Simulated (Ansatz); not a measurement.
Take Ti in the hcp (Mg type) structure (space group P6_3/mmc, No. 194; a = 2.936 Å, c = 4.640 Å; relaxed with 0.1 eV smearing) as the base. Axes: x lies along a and z along c of the hexagonal cell.

All numbers come from r2SCAN in Ansatz (plane waves to 500 eV, PAW, no spin-orbit coupling).

Strains are applied to the cell and any free atomic positions relax.

One change was made to it. Results:

The energy increases by 1.3 meV/atom; the pressure (mean of the normal stresses, compression positive) is still 0.0 GPa.

**Question.** Name the change that was made.
A) tensor shear ε_xz = +0.29 %
B) tensor shear ε_xz = +1.71 %
C) tensor shear ε_xz = +1.14 %
D) tensor shear ε_xz = +2.00 %

**Answer.** C, tensor shear ε_xz = +1.14 %. For comparison, the energy relative to the base in the other runs: tensor shear ε_xz = +2.00 % gives +4.1 meV/atom; tensor shear ε_xz = +0.29 % gives +0.1 meV/atom; tensor shear ε_xz = +1.71 % gives +3.0 meV/atom.

No phonon test of stability was made. The final runs are not spin-polarised.

Ansatz is an electronic-structure program.
